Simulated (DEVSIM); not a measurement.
System: CdS/CdTe n-p heterojunction, at 300 K.

```
layer (left to right)  material  thickness (μm)  Nd (cm⁻³)  Na (cm⁻³)  τn (s)  τp (s)
---------------------  --------  --------------  ---------  ---------  ------  ------
1                           CdS           0.500     6.4e16          -   3e-10   3e-10
2                          CdTe            4.50          -     6.2e17   3e-10   3e-10
```

Left contact: ohmic. Right contact: ohmic. Voltage is applied to the left contact. Recombination: SRH at mid-gap. Mobility is constant in doping.

This is a model device: material constants are rounded textbook-type values typed into the input, and sizes, dopings and lifetimes were drawn at random. Values at 300 K.

| parameter | CdS | CdTe |
|---|---|---|
| gap (eV) | 2.4 | 1.5 |
| affinity (eV) | 4.3 | 4.28 |
| permittivity | 9 | 10.2 |
| Nc (cm⁻³) | 2.2e18 | 8e17 |
| Nv (cm⁻³) | 1.8e19 | 1.8e19 |
| μn (cm²/Vs) | 300 | 1000 |
| μp (cm²/Vs) | 25 | 80 |

DEVSIM, 1D drift-diffusion, Boltzmann statistics, complete ionisation; no tunnelling, impact ionisation, image-force lowering or self-heating. Band offsets follow the typed affinities; no thermionic-emission limit at abrupt steps, no polarisation charge.

The doping Nd of layer 1 was swept, all else fixed.

```csv
doping Nd of layer 1 (cm^-3),largest field in the device at zero bias (V/cm),dark forward voltage at 100 A/cm² (V),potential step across the device at zero bias (V),dark forward voltage at 1 A/cm² (V)
1.9e15,33000,1.312,1.211,1.142
6.4e15,55000,1.282,1.242,1.141
1.9e16,(withheld),(withheld),1.270,1.141
6.4e16,170000,1.267,1.301,1.140
1.9e17,280000,1.266,1.330,1.140
6.4e17,420000,1.265,1.361,1.136
```

**Question.** Complete the blanks.

**Answer.** 
- 1.9e16, largest field in the device at zero bias (V/cm): 95000
- 1.9e16, dark forward voltage at 100 A/cm² (V): 1.272
